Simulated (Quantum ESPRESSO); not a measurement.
# Parameter sweep on CaMg (P1, 2 atoms in the cell)

```
CaMg
1.0
    1.82875     1.05583     5.65289
   -1.82875     1.05583     5.65289
    0.00000    -2.11166     5.65289
Ca Mg
1 1
Direct
  0.00489   0.00018   0.99611
  0.49511   0.49982   0.50389
```

Base run A: PBEsol, SSSP 1.1.2 efficiency (PBE) pseudopotentials in Quantum ESPRESSO, self-consistent single point.

Its settings: ecutwfc = 40 Ry; ecutrho = 320 Ry; occupations = smearing; smearing = mp; degauss = 0.0147 Ry; input_dft = pbesol; potentials = {Ca: Ca_pbe_v1.uspp.F.UPF, Mg: Mg.pbe-n-kjpaw_psl.0.3.0.UPF}; K_POINTS = automatic 8 8 8 0 0 0; conv_thr = 1e-08 Ry.

The starting cell comes from a database of computed structures (which also holds hypothetical and non-ambient phases and stackings), without a prior relaxation at this level. Its atoms were displaced at random from the sites of space group no. 166.

ΔF is the free energy per atom less that of run A. 

Runs E sample the zone with one or two k-points, far too few for so small a cell.

Runs:
- B: 2 x 1 x 1 supercell, mesh divided to match; K_POINTS: automatic 8 8 8 0 0 0 → automatic 4 8 8 0 0 0
- C: 1 x 2 x 1 supercell, mesh divided to match; K_POINTS: automatic 8 8 8 0 0 0 → automatic 8 4 8 0 0 0
- D: 1 x 1 x 2 supercell, mesh divided to match; K_POINTS: automatic 8 8 8 0 0 0 → automatic 8 8 4 0 0 0
- E: 2 x 2 x 1 supercell at the zone centre alone; K_POINTS: automatic 8 8 8 0 0 0 → automatic 1 1 1 0 0 0

```
run  ΔF (meV/atom)  pressure (GPa)  largest force (eV/Å)  k-points  valence electrons
---  -------------  --------------  --------------------  --------  -----------------
A             0.00           -0.75                 0.032       260                 12
B             0.00           -0.75                 0.032       132                 24
C             0.00           -0.74                 0.032       132                 24
D             0.00           -0.75                 0.032       132                 24
E            288.6            0.07                 0.020         1                 48
```

Run E against A: The free energy goes up by 289 meV/atom, the pressure goes from -0.75 to 0.07 GPa and the largest force goes from 0.032 to 0.020 eV/Å.

Run B against A: The free energy stays essentially unchanged (within 1 meV/atom), the pressure stays at -0.75 GPa and the largest force stays at 0.032 eV/Å.

Run C against A: The free energy hardly moves (within 1 meV/atom), the pressure hardly changes (-0.75 to -0.74 GPa) and the largest force stays at 0.032 eV/Å.
